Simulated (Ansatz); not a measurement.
Electronic density of states of amorphous Si$_{24}$O$_{48}$Na, density 2.21 g/cm³, on a 2×2×2 Γ-centred mesh with a Gaussian width of 0.1 eV; energies count from the Fermi level. Cell and mesh are small, so fine structure isn't converged. Level of theory: PBE, scalar-relativistic without spin-orbit coupling (plane waves to 420 eV, PAW; Ansatz, a quantum-chemistry and plane-wave program). Sampling: a 2×2×2 Γ-centred mesh; Fermi-Dirac width 0.02 eV; collinear spin, started from a total moment of 1 μB (the moments died out). The levels at the Fermi energy are partly filled. A closed spacing in one fast-quenched cell at PBE doesn't show the material to be a metal.

It comes from a melt-quench run on a machine-learned potential (CHGNet), relaxed afterwards by DFT. O atoms were pushed apart under 1.9 Å during the dynamics, to hinder bonds among them. The hot cell started wider than the set density and was brought back towards it in steps. It is the lowest in DFT energy of 2 quenches. It is a model cell: composition and starting density were chosen by hand, and all elements were melted together. No dispersion term was used. Its density started from a set value of 2.21 and ended at 2.21 g/cm³. The quench (nominally 320 K/ps over its main leg) was far faster than any real one, so the model tends to hold more defects than a real film. One small periodic cell is one sample of the glass; other quenches scatter about these values. The volume was held where the preparation left it, at a PBE pressure of 0.2 GPa. Stress components on the final sampling reach 1.5 GPa.

```csv
E - EF (eV),states/(eV atom)
-12.00,0.22
-11.90,0.19
-11.80,0.19
-11.70,0.21
-11.60,0.19
-11.50,0.12
-11.40,0.16
-11.30,0.21
-11.20,0.25
-11.10,0.39
-11.00,0.49
-10.90,0.51
-10.80,0.53
-10.70,0.53
-10.60,0.51
-10.50,0.53
-10.40,0.55
-10.30,0.46
-10.20,0.37
-10.10,0.34
-10.00,0.38
-9.90,0.28
-9.80,0.26
-9.70,0.26
-9.60,0.27
-9.50,0.26
-9.40,0.27
-9.30,0.35
-9.20,0.44
-9.10,0.47
-9.00,0.39
-8.90,0.33
-8.80,0.26
-8.70,0.32
-8.60,0.41
-8.50,0.48
-8.40,0.55
-8.30,0.60
-8.20,0.66
-8.10,0.63
-8.00,0.73
-7.90,0.76
-7.80,0.66
-7.70,0.68
-7.60,0.74
-7.50,0.78
-7.40,0.91
-7.30,0.94
-7.20,0.89
-7.10,0.90
-7.00,0.88
-6.90,0.88
-6.80,0.91
-6.70,0.83
-6.60,0.73
-6.50,0.79
-6.40,0.83
-6.30,0.75
-6.20,0.77
-6.10,0.85
-6.00,0.84
-5.90,0.66
-5.80,0.55
-5.70,0.53
-5.60,0.46
-5.50,0.26
-5.40,0.13
-5.30,0.20
-5.20,0.20
-5.10,0.07
-5.00,0.01
-4.90,0.00
-4.80,0.00
-4.70,0.00
-4.60,0.00
-4.50,0.00
-4.40,0.00
-4.30,0.00
-4.20,0.00
-4.10,0.00
-4.00,0.00
-3.90,0.00
-3.80,0.00
-3.70,0.00
-3.60,0.00
-3.50,0.00
-3.40,0.00
-3.30,0.00
-3.20,0.00
-3.10,0.00
-3.00,0.00
-2.90,0.00
-2.80,0.00
-2.70,0.00
-2.60,0.00
-2.50,0.00
-2.40,0.00
-2.30,0.00
-2.20,0.00
-2.10,0.00
-2.00,0.00
-1.90,0.00
-1.80,0.00
-1.70,0.00
-1.60,0.00
-1.50,0.00
-1.40,0.00
-1.30,0.00
-1.20,0.00
-1.10,0.00
-1.00,0.00
-0.90,0.00
-0.80,0.00
-0.70,0.00
-0.60,0.02
-0.50,0.01
-0.40,0.00
-0.30,0.01
-0.20,0.04
-0.10,0.05
0.00,0.02
0.10,0.05
0.20,0.10
0.30,0.07
0.40,0.04
0.50,0.07
0.60,0.10
0.70,0.06
0.80,0.07
0.90,0.10
1.00,0.08
1.10,0.07
1.20,0.11
1.30,0.13
1.40,0.15
1.50,0.16
1.60,0.16
1.70,0.18
1.80,0.19
1.90,0.19
2.00,0.15
2.10,0.17
2.20,0.21
2.30,0.24
2.40,0.25
2.50,0.26
2.60,0.35
2.70,0.39
2.80,0.42
2.90,0.41
3.00,0.40
3.10,0.49
3.20,0.55
3.30,0.52
3.40,0.54
3.50,0.59
```
